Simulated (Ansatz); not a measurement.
Take SnSe in the GeS type structure (space group Pnma, No. 62; a = 11.4932 Å, b = 4.1690 Å, c = 4.3845 Å; layered, stacked along the Cartesian x axis) as the base. Axes: x, y, z lie along a, b, c of the conventional cell.

Method: Kohn–Sham DFT with the PBE-D3(BJ) functional, run in Ansatz (a first-principles code) with PAW and 420 eV plane waves, scalar-relativistic without spin-orbit coupling.

One thing is altered: uniaxial strain ε_xx = −2.62 %, all other strain components held at zero; the atoms relax in the strained cell.

Q: Predict the stress tensor and what it implies for the stiffness.

A: Stress of the strained cell less that of the base (GPa, compression positive):
```
   2.25    0.00    0.00
   0.00    0.46    0.00
   0.00    0.00    0.55
```

Then −Δσ_ii/ε with ε = -0.0262 gives secant stiffness values (nonlinear terms included at this strain): C11 ≈ 86 GPa, C12 ≈ 17 GPa and C13 ≈ 21 GPa.

As a check, the harmonic strain energy −½ V₀ Δσ:ε is 4.8 meV/atom; the computed energy rise is 4.6 meV/atom.

Whether these cells are dynamically stable was not tested. The D3 term's C6 switches between coordination references near this geometry, which can add small steps to energies.
